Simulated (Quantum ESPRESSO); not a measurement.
A series of runs on ScNiC2 (P4/nmm, 8 atoms in the cell)

```
CELL_PARAMETERS angstrom
      3.37339     0.00000     0.00000
      0.00000     3.37339     0.00000
      0.00000     0.00000     7.25256
ATOMIC_POSITIONS crystal
  Sc 0.00000 0.50000 0.65720
  Sc 0.50000 0.00000 0.34280
  Ni 0.00000 0.00000 0.00000
  Ni 0.50000 0.50000 0.00000
  C  0.00000 0.50000 0.16395
  C  0.50000 0.00000 0.83605
  C  0.00000 0.50000 0.35351
  C  0.50000 0.00000 0.64649
```

Base run A: PBEsol, GBRV 1.5 ultrasoft (PBESOL) pseudopotentials (Quantum ESPRESSO), self-consistent single point.

Its settings: ecutwfc = 50 Ry; ecutrho = 400 Ry; occupations = smearing; smearing = marzari-vanderbilt; degauss = 0.0147 Ry; potentials = {Sc: sc_pbesol_v1.uspp.F.UPF, Ni: ni_pbesol_v1.4.uspp.F.UPF, C: c_pbesol_v1.2.uspp.F.UPF}; K_POINTS = automatic 7 7 3 0 0 0; conv_thr = 1e-10 Ry; mixing_beta = 0.7.

The starting cell comes from a database of computed structures (which also holds hypothetical and non-ambient phases and stackings), without a prior relaxation at this level. Spin polarisation is off. In the base run, with a pressure of about -6 GPa the cell is away from its equilibrium volume at this level.

Runs:
- B: pseudopotentials: {Sc: sc_pbesol_v1.uspp.F.UPF, Ni: ni_pbesol_v1.4.uspp.F.UPF, C: c_pbesol_v1.2.uspp.F.UPF} → {Sc: sc_lda_v1.uspp.F.UPF, Ni: ni_lda_v1.4.uspp.F.UPF, C: c_lda_v1.2.uspp.F.UPF} [LDA (PZ)]
- C: pseudopotentials: {Sc: sc_pbesol_v1.uspp.F.UPF, Ni: ni_pbesol_v1.4.uspp.F.UPF, C: c_pbesol_v1.2.uspp.F.UPF} → {Sc: sc_pbe_v1.uspp.F.UPF, Ni: ni_pbe_v1.4.uspp.F.UPF, C: c_pbe_v1.2.uspp.F.UPF}; input_dft: default → blyp [BLYP]
- D: pseudopotentials: {Sc: sc_pbesol_v1.uspp.F.UPF, Ni: ni_pbesol_v1.4.uspp.F.UPF, C: c_pbesol_v1.2.uspp.F.UPF} → {Sc: sc_pbe_v1.uspp.F.UPF, Ni: ni_pbe_v1.4.uspp.F.UPF, C: c_pbe_v1.2.uspp.F.UPF}; input_dft: default → wc [Wu-Cohen GGA]
- E: pseudopotentials: {Sc: sc_pbesol_v1.uspp.F.UPF, Ni: ni_pbesol_v1.4.uspp.F.UPF, C: c_pbesol_v1.2.uspp.F.UPF} → {Sc: sc_pbe_v1.uspp.F.UPF, Ni: ni_pbe_v1.4.uspp.F.UPF, C: c_pbe_v1.2.uspp.F.UPF}; input_dft: default → vdw-df2 [vdW-DF2]
- F: pseudopotentials: {Sc: sc_pbesol_v1.uspp.F.UPF, Ni: ni_pbesol_v1.4.uspp.F.UPF, C: c_pbesol_v1.2.uspp.F.UPF} → {Sc: sc_pbe_v1.uspp.F.UPF, Ni: ni_pbe_v1.4.uspp.F.UPF, C: c_pbe_v1.2.uspp.F.UPF}; input_dft: default → vdw-df-cx [vdW-DF-cx]
- G: pseudopotentials: {Sc: sc_pbesol_v1.uspp.F.UPF, Ni: ni_pbesol_v1.4.uspp.F.UPF, C: c_pbesol_v1.2.uspp.F.UPF} → {Sc: sc_pbe_v1.uspp.F.UPF, Ni: ni_pbe_v1.4.uspp.F.UPF, C: c_pbe_v1.2.uspp.F.UPF}; input_dft: default → rvv10 [rVV10]

| run | pressure (GPa) | largest force (eV/Å) |
|---|---|---|
| A | -6.36 | 0.283 |
| B | -12.11 | 0.219 |
| C | 7.21 | 0.494 |
| D | -5.24 | 0.295 |
| E | 10.55 | 0.895 |
| F | -5.02 | 0.242 |
| G | 3.36 | 0.281 |

Run C against A: The pressure goes from -6.36 to 7.21 GPa and the largest force goes from 0.283 to 0.494 eV/Å.

Run B against A: The pressure goes from -6.36 to -12.11 GPa and the largest force goes from 0.283 to 0.219 eV/Å.

Run D against A: The pressure goes from -6.36 to -5.24 GPa and the largest force goes from 0.283 to 0.295 eV/Å.

Left out of this page: 3 runs of the series held back from this collection.
